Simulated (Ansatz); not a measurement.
The starting structures come from a database of crystals and need not be the phases stable at ambient conditions.

Inside the gap of an insulator the Bloch states are evanescent, with a wavenumber k + iκ along the transport direction.

Data:

```yaml
crystal:
  lattice:
    - [5.06907, 0.00000, 0.00000]
    - [-2.53454, 4.38994, 0.00000]
    - [0.00000, 0.00000, 8.55849]
  atoms:
    - { symbol: Si, position: [0.66667, 0.33333, 0.93713] }
    - { symbol: Si, position: [0.33333, 0.66667, 0.43713] }
    - { symbol: Si, position: [0.66667, 0.33333, 0.56287] }
    - { symbol: Si, position: [0.33333, 0.66667, 0.06287] }
    - { symbol: O, position: [0.57874, 0.57874, 0.00000] }
    - { symbol: O, position: [0.00000, 0.57874, 0.50000] }
    - { symbol: O, position: [0.42126, 0.00000, 0.00000] }
    - { symbol: O, position: [0.42126, 0.42126, 0.50000] }
    - { symbol: O, position: [0.00000, 0.42126, 0.00000] }
    - { symbol: O, position: [0.57874, 0.00000, 0.50000] }
    - { symbol: O, position: [0.66667, 0.33333, 0.75000] }
    - { symbol: O, position: [0.33333, 0.66667, 0.25000] }
```

Space group of this cell: P6_322. The cell is taken as given.

Transport runs along the normal of the first two printed cell vectors, the (001) plane of the conventional cell.

No gap correction and no spin-orbit coupling; mid-gap values are interpolated between computed energies.

Task: State the band gap and the smallest decay constant κ at mid-gap according to Ansatz (a program for electronic structure) with r2SCAN.

Result: Gap 6.18 eV on a 12×12×4 mesh; κ = 0.518 1/Å, at the zone centre.
